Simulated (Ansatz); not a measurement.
Where the default PAW files enter, the runs use the earlier of Ansatz's two default sets.

Consider the following.

```xyz
4
Lattice="3.8058 0.0000 0.0000 0.0000 6.2380 0.0000 1.9029 0.0000 3.2959" Properties=species:S:1:pos:R:3 pbc="T T T"
Zn     1.9029     6.2371     1.0986
Zn     3.8058     3.1181     2.1973
S      1.9029     3.8996     1.0986
S      3.8058     0.7806     2.1973
```

Space group of this cell: P6_3mc, wurtzite. The cell is taken as given.

Calculation: r2SCAN (plane waves, PAW; Ansatz, an electronic-structure program).

The current runs along the normal of the first two printed vectors; no spin-orbit coupling. Scaled by the factor s: both lengths across the current (ions clamped). Meshes 10×6×10 and 8×6 across the current in all rows.

```tsv
s	mean pressure (GPa)	slowest mid-gap decay constant κ (1/Å)
0.98	3.7	?
1.00	0.2	0.187
1.02	-2.7	0.178
```

Task: Take the slope of the slowest mid-gap decay constant κ against ln s from the two given rows, extrapolate to s = 0.98, and say what the run there gives.

Result: Slope = (0.178 − 0.187) / ln 1.02 = -0.454 1/Å. The line gives 0.187 + (-0.454) × ln 0.98 = 0.196 1/Å. The run gives 0.196 1/Å, as the line does.
